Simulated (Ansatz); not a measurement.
Band structure of CsCl (Pm-3m, 2 atoms in the cell).

```
CsCl
1.0
    4.11594     0.00000     0.00000
    0.00000     4.11594     0.00000
    0.00000     0.00000     4.11594
Cs Cl
1 1
Cartesian
  0.00000   0.00000   0.00000
  2.05797   2.05797   2.05797
```

Method: PBE, PAW files (plane waves; Ansatz, a first-principles code).

Settings: basis.ecutwfc = 420 eV; kpoints.mp_grid.grid = 4 4 4; hamiltonian.xc = pbe; hamiltonian.pseudopotentials = {kind: paw} (the program's default PAW files); scf.occupations.method = fermi_dirac; scf.occupations.width = 0.01 eV; kpoints.band_path.npoints = 8.

The starting cell comes from a database of computed structures (which also holds hypothetical and non-ambient phases and stackings), without a prior relaxation at this level. Its lattice was rescaled by a random factor within 2.5 % of one.

Q: Predict the gap along the standard path and the places of the band edges.

A: The gap along the path is 5.30 eV, direct at Γ to within 0.01 eV.

Levels in eV from the top of the valence band on the path, bands 5 to 11:
```csv
point,5,6,7,8,9,10,11
Γ,-5.84,0.00,0.00,0.00,5.30,5.40,5.40
X,-5.70,-1.17,-0.24,-0.24,6.43,7.64,8.92
M,-5.61,-0.43,-0.43,-0.06,5.96,6.04,7.98
R,-6.38,-1.10,-1.10,-1.10,8.53,8.53,8.53
```

Keys are those of Ansatz 0.2.
